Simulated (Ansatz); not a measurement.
**A computed series for BAs: response to strain**

Base system: BAs in the zinc blende structure (space group F-43m, No. 216; a = 4.809 Å).

Strains are applied to the cell and any free atomic positions relax.

All numbers come from Ansatz (a program for electronic structure) PBE, scalar-relativistic without spin-orbit coupling.

Candidates:
(a) isotropic strain −1.00 %
(b) isotropic strain +0.50 %
(c) isotropic strain +1.00 %
(d) isotropic strain +2.00 %
(e) isotropic strain −3.00 %

Base values:

| Item | Value |
|---|---|
| Width of the top valence band | 5.07 eV |

### Question
Order them by width of the top valence band, highest first.

### Answer
(e) isotropic strain −3.00 % (5.62 eV), (a) isotropic strain −1.00 % (5.24 eV), (b) isotropic strain +0.50 % (4.98 eV), (c) isotropic strain +1.00 % (4.90 eV), (d) isotropic strain +2.00 % (4.74 eV)

The levels and masses belong to the bands next to the band gap. Stability against distortions was not tested.
